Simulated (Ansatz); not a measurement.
MgCO₃ (R-3c, No. 167), treated with BLYP (Ansatz, an electronic-structure program, PAW).

Numerical settings: plane-wave cutoff 520 eV, 10×10×10 k mesh, Fermi–Dirac smearing 0.01 eV, scalar-relativistic PAW data made under PBE.

Cell (measured lattice):

Space group R-3c, hexagonal axes (No. 167); a = 4.6320 Å, b = 4.6320 Å, c = 15.0020 Å, α = 90.00°, β = 90.00°, γ = 120.00°

| atom | site | symmetry | x | y | z |
|---|---|---|---|---|---|
| Mg | 6b | -3. | 0.0000 | 0.0000 | 0.0000 |
| C | 6a | 32 | 0.0000 | 0.0000 | 0.2500 |
| O | 18e | .2 | 0.2775 | 0.2775 | 0.2500 |
(The calculation used a cell of 10 atoms; values per cell refer to that cell.)

Problem. Estimate the band gap, smallest direct gap on the k points sampled and direct gap at Γ that the calculation returns.

Solution. 
band gap: 5.15 eV (indirect)
smallest direct gap on the k points sampled: 5.78 eV
direct gap at Γ: 5.90 eV

Note: cell and atoms aren't relaxed at this level (pressure 8.1 GPa).

The computed numbers hold no vibrational or temperature effects.

It cost very roughly 50 core-seconds of CPU time.
